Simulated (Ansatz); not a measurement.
Thermal properties of ZrN in the rock salt structure at 300 K from quasi-harmonic approximation in Ansatz (plane waves, PAW), for several functionals and conditions. The first row is the reference, at zero pressure. 

| run | q mesh / k mesh | V (Å³/atom) | α_L (10⁻⁶/K) | bulk modulus B_T (GPa) | γ | C_P (J/mol/K) |
|---|---|---|---|---|---|---|
| PBEsol | 6×6×6 / 18×18×18 | 11.90 | 6.7 | 258 | 1.84 | 40.5 |
| PBE (phonon mesh 4×4×4) | 4×4×4 / 12×12×12 | 12.24 | (withheld) | (withheld) | 1.87 | 41.0 |
| PBEsol, pressure 15 GPa | 4×4×4 / 12×12×12 | 11.29 | 4.6 | 322 | 1.60 | 38.4 |
| PBEsol, pressure 30 GPa | 4×4×4 / 12×12×12 | 10.82 | 3.6 | 383 | 1.48 | 37.0 |

What belongs in the gaps?


- PBE (phonon mesh 4×4×4), α_L (10⁻⁶/K): 7.2
- PBE (phonon mesh 4×4×4), bulk modulus B_T (GPa): 238

Whether this phase is the stable one at each condition was not tested.

The PAW data sets were generated under PBE and serve the other functionals too.

Ansatz is an electronic-structure program.
